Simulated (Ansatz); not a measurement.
TiAl3 (model structure, started from the D022 type, I4/mmm, No. 139, 4 atoms in the cell), treated with PBEsol (Ansatz, a quantum-chemistry and plane-wave program, PAW).

Settings: plane-wave cutoff 520 eV, 20×20×20 k mesh, Fermi–Dirac smearing 0.05 eV, no spin polarisation, scalar-relativistic PAW data made under PBE.

Cell (relaxed at this level):

```xyz
4
Lattice="-1.9079 1.9079 4.2752 1.9079 -1.9079 4.2752 1.9079 1.9079 -4.2752" Properties=species:S:1:pos:R:3 pbc="T T T"
Al     0.0000     0.0000     4.2752
Al     0.0000     1.9079     2.1376
Al     1.9079     0.0000     2.1376
Ti     0.0000     0.0000     0.0000
```

Estimate the bulk modulus B0 that the calculation returns.


- bulk modulus B0 = 112 GPa

The run finds no gap.

Note: the bulk modulus is −V dP/dV from two relaxed cells at ±2 % in volume.

Computed values are for the static lattice.

A model structure was made by putting elements into a prototype or built by hand; here it ended with the formula and space group of a phase in our tables.
